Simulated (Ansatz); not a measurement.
Band structure of TiClO (Pmmn, 6 atoms in the cell).

```yaml
crystal:
  lattice:
    - [3.26893, 0.00000, 0.00000]
    - [0.00000, 3.97448, 0.00000]
    - [0.00000, 0.00000, 8.20957]
  atoms:
    - { symbol: Ti, position: [0.50000, 0.00000, 0.10287], spin: 1.0 }
    - { symbol: Ti, position: [0.00000, 0.50000, 0.89713], spin: 1.0 }
    - { symbol: Cl, position: [0.50000, 0.50000, 0.68107] }
    - { symbol: Cl, position: [0.00000, 0.00000, 0.31893] }
    - { symbol: O, position: [0.00000, 0.00000, 0.93775] }
    - { symbol: O, position: [0.50000, 0.50000, 0.06225] }
```
(The spins are starting values, not results.)

Method of the run: PBEsol, PAW files made with PBE (plane waves; Ansatz, an electronic-structure program).

Settings: basis.ecutwfc = 420 eV; kpoints.mp_grid.grid = 5 5 2; hamiltonian.xc = pbesol; hamiltonian.pseudopotentials = {kind: paw} (the program's default PAW files); magnetization.spin_polarized = true; scf.occupations.method = fermi_dirac; scf.occupations.width = 0.136 eV; kpoints.band_path.npoints = 8.

The starting cell comes from a database of computed structures (which also holds hypothetical and non-ambient phases and stackings), without a prior relaxation at this level. The magnetic order is the one reached from the typed start; others were not searched systematically.

Levels in eV from the Fermi level, bands 23 to 30 of the first spin channel:
```csv
point,23,24,25,26,27,28,29,30
Γ,-3.73,-3.26,-0.63,-0.60,-0.14,0.67,0.72,0.82
X,-3.54,-3.54,-0.32,-0.32,0.61,0.61,0.67,0.67
S,-3.94,-3.94,0.48,0.48,0.62,0.62,0.97,0.97
Y,-3.57,-3.57,-0.53,-0.53,0.82,0.82,1.08,1.08
Z,-3.65,-3.33,-0.63,-0.59,-0.14,0.66,0.66,0.87
U,-3.54,-3.54,-0.31,-0.31,0.59,0.59,0.65,0.65
R,-3.88,-3.88,0.46,0.46,0.64,0.64,0.93,0.93
T,-3.57,-3.57,-0.54,-0.54,0.81,0.81,1.06,1.06
```

Bands cross the Fermi level along this path, so the cell is metallic at this level.

The net moment of the cell came out as 1.09 μB.

Keys are those of Ansatz 0.2.
